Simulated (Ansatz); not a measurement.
Input and output of a self-consistent single point for the (001) slab of YCu5 (cut from a parent of space group no. 191; 12 atoms in the cell) (Ansatz, a quantum-chemistry and plane-wave program).

Method of the run: LDA (PW92), default PAW files made with PBE (plane waves; Ansatz).

The change in words: vacuum of 10 angstrom (first run: 14 Å); efield.axis: default → 3; efield.dipole_correction: default → true. Reference geometry:
```xyz
12
Lattice="4.9877 0.0000 0.0000 -2.4938 4.3195 0.0000 0.0000 0.0000 20.0321" Properties=species:S:1:pos:R:3 pbc="T T T"
Y      0.0000     0.0000     9.0107
Cu     0.0000     2.8796     9.0107
Cu     2.4938     1.4398     9.0107
Cu     2.4938     0.0000     7.0000
Cu     1.2469     2.1597     7.0000
Cu    -1.2469     2.1597     7.0000
Y      0.0000     0.0000    13.0321
Cu     0.0000     2.8796    13.0321
Cu     2.4938     1.4398    13.0321
Cu     2.4938     0.0000    11.0214
Cu     1.2469     2.1597    11.0214
Cu    -1.2469     2.1597    11.0214
```

Reference input (self-consistent single point, DFT, LDA (PW92), plane waves, default PAW files made with PBE): basis.ecutwfc = 420 eV; kpoints.mp_grid.grid = 5 5 1; hamiltonian.xc = lda; hamiltonian.pseudopotentials = {kind: paw} (the program's default PAW files); scf.occupations.method = fermi_dirac; scf.occupations.width = 0.1 eV. This run's input differs from it in these lines:

Ansatz 0.2 input:
```diff
@@ -5,16 +5,16 @@
     - [-2.493846, 4.319468, 0.000000]
-    - [0.000000, 0.000000, 20.032098]
+    - [0.000000, 0.000000, 16.032105]
   atoms:
-    - { symbol: Y, position: [0.000000, 0.000000, 0.449813] }
-    - { symbol: Cu, position: [0.333333, 0.666667, 0.449813] }
-    - { symbol: Cu, position: [0.666667, 0.333333, 0.449813] }
-    - { symbol: Cu, position: [0.500000, 0.000000, 0.349439] }
-    - { symbol: Cu, position: [0.500000, 0.500000, 0.349439] }
-    - { symbol: Cu, position: [0.000000, 0.500000, 0.349439] }
-    - { symbol: Y, position: [0.000000, 0.000000, 0.650561] }
-    - { symbol: Cu, position: [0.333333, 0.666667, 0.650561] }
-    - { symbol: Cu, position: [0.666667, 0.333333, 0.650561] }
-    - { symbol: Cu, position: [0.500000, 0.000000, 0.550187] }
-    - { symbol: Cu, position: [0.500000, 0.500000, 0.550187] }
-    - { symbol: Cu, position: [0.000000, 0.500000, 0.550187] }
+    - { symbol: Y, position: [0.000000, 0.000000, 0.437291] }
+    - { symbol: Cu, position: [0.333333, 0.666667, 0.437291] }
+    - { symbol: Cu, position: [0.666667, 0.333333, 0.437291] }
+    - { symbol: Cu, position: [0.500000, 0.000000, 0.311874] }
+    - { symbol: Cu, position: [0.500000, 0.500000, 0.311874] }
+    - { symbol: Cu, position: [1.000000, 0.500000, 0.311874] }
+    - { symbol: Y, position: [0.000000, 0.000000, 0.688126] }
+    - { symbol: Cu, position: [0.333333, 0.666667, 0.688126] }
+    - { symbol: Cu, position: [0.666667, 0.333333, 0.688126] }
+    - { symbol: Cu, position: [0.500000, 0.000000, 0.562709] }
+    - { symbol: Cu, position: [0.500000, 0.500000, 0.562709] }
+    - { symbol: Cu, position: [1.000000, 0.500000, 0.562709] }
 basis:
@@ -28,2 +28,5 @@
     kind: paw
+efield:
+  axis: 3
+  dipole_correction: true
 scf:
@@ -35,3 +38,2 @@
   eigenvalues: true
-  stress: true
```

Output (repeated stretches shortened):

```
SCF iter   1: F=—  HF=-73045.819092 eV  |F-HF|=—  |Δ(HF+E_count)|=         —  Δρ=1.23e-2  dr2=1.65e0  ethr=1.77e-3  p=0.043 e·Å  D=2.27e-2 V/Å  ΔV_dip=-0.36 eV  dr2_dipole=1.22e0  V_vac-E_F(+/−)=4.26/4.62 eV  ⟨swp⟩=6.4  Hψ=2515  notcnv=0  defer=16
all-band conjugate gradients solve this SCF's bands
efield: sawtooth ramp at fractional position 0.9500 (placed from the atoms, in the widest stretch of the axis that holds none …
   [... lines left out ...]
WARN: efield: at this solve's end the planar-averaged density reaches 7.64e-4 e/Å³ inside the ramp window [0.8876, 0.1124] (bound 1e-5 e/Å³) …
SCF 1 converged in 12 iterations: F = -73045.707753 eV  dr2 = 8.25e-8
Free energy (F): -73045.707753 eV
Internal energy: -73045.456467 eV  (E = F + TS)
E sigma→0 (E₀):  -73045.582110 eV
Entropy (-TS):   -0.251285 eV (-20.940 meV/atom)
Fermi energy:    5.244470 eV
Dipole field:    D = 0.045854 V/Å  (p = 0.087525 e·Å, saw-weighted, corrected)
Work function:   Φ+ = withheld (plateau slope 6.6e-2 eV/Å)   Φ− = withheld (plateau slope 1.9e-2 eV/Å)
Levels:          The Fermi level and band energies are counted from a zero that moves with the ramp; work functions are not
Vacuum region:   at the solve's end the planar-averaged density reaches 7.64e-4 e/Å³ inside the ramp window [0.8876, 0.1124] (bound 1e-5 e/Å³)
--- Forces (eV/Å), atoms counted from 1 ---
  atom   1  Y     -0.00000000     0.00000000    -0.17753381
   [... lines left out ...]
  atom   6  Cu    -0.00000000     0.00000000     0.53013810
  atom   7  Y      0.00000000    -0.00000000    -0.53999432
  atom   8  Cu    -0.00000000    -0.00000000    -0.25334301
  atom   9  Cu    -0.00000000     0.00000000    -0.25334301
  atom  10  Cu     0.00000000     0.00000000     0.03720653
  atom  11  Cu    -0.00000000    -0.00000000     0.03720653
  atom  12  Cu    -0.00000000    -0.00000000     0.03720653
```

The run converged in 12 iterations. Against the reference run the free energy is nearly the same (within 1 meV/atom) and the largest force goes from 0.529 to 0.540 eV/Å.

The starting cell comes from a database of computed structures (which also holds hypothetical and non-ambient phases and stackings), without a prior relaxation at this level. The slab is cut from that crystal, and its faces are unrelaxed. Its lattice was rescaled by up to half a per cent. Spin polarisation is off.
